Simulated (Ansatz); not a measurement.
Here is the system:

```
CELL_PARAMETERS angstrom
      0.00000     2.96870     3.29985
      2.96870     0.00000     3.29985
      2.96870     2.96870     0.00000
ATOMIC_POSITIONS crystal
  Hg 0.00000 0.00000 0.00000
  Se 0.75000 0.75000 0.75000
```

The numbers are results of PBEsol, rigid bands (plane waves, PAW, scalar-relativistic; Ansatz, an electronic-structure program), not measurements. Condition of this run: uniaxial stress zz = -2 GPa (compression positive) (the target of the relaxation). Cell: cell and atoms relaxed with PBEsol, then loaded as said.

Question: Is this a good metal at this level?

Answer: No. No gap is resolved, and few carriers conduct, as in a semimetal or a zero-gap semiconductor. N(E_F) = 0.033 states/eV a cell at 300 K and the Drude plasma energy along the best axis is 0.34 eV, several times under that of a simple or noble metal.

Spin-orbit coupling is left out; it can open or close a small gap.
